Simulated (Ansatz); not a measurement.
Consider TiO2 in the anatase structure (space group I4_1/amd, No. 141).

```xyz
6
Lattice="-1.8994 1.8994 4.8504 1.8994 -1.8994 4.8504 1.8994 1.8994 -4.8504" Properties=species:S:1:pos:R:3 pbc="T T T"
Ti     0.0000     1.8994     2.4252
Ti     0.0000     0.0000     0.0000
O      0.0000     1.8994     0.4224
O      0.0000     0.0000     7.6979
O      0.0000     0.0000     2.0028
O      0.0000     1.8994     4.4279
```

Level of theory: Kohn–Sham DFT with the PBE functional, run in Ansatz (a program for electronic structure) with PAW and 420 eV plane waves, no spin-orbit coupling.

For the base:

| Property | Value |
|---|---|
| Smallest direct gap | 2.43 eV |
| Band gap | 2.13 eV |
| Pressure | 0.00 GPa |

It is then changed as follows: every lattice vector is shortened by 1.80 %, atoms relaxed at fixed cell.

Task: Predict the new smallest direct gap, band gap, energy relative to the base, pressure and largest internal atomic displacement.

Result: The smallest direct gap grows by 0.12 eV to 2.55 eV; the band gap goes up by 0.059 eV to 2.18 eV; the energy rises by 21 meV/atom; the pressure (mean of the normal stresses, compression positive) goes from zero to 11.59 GPa; the largest internal atomic displacement is 0.019 Å.

The cells carry an imposed strain or load. Stability against distortions was not tested. All final runs are without spin polarisation.
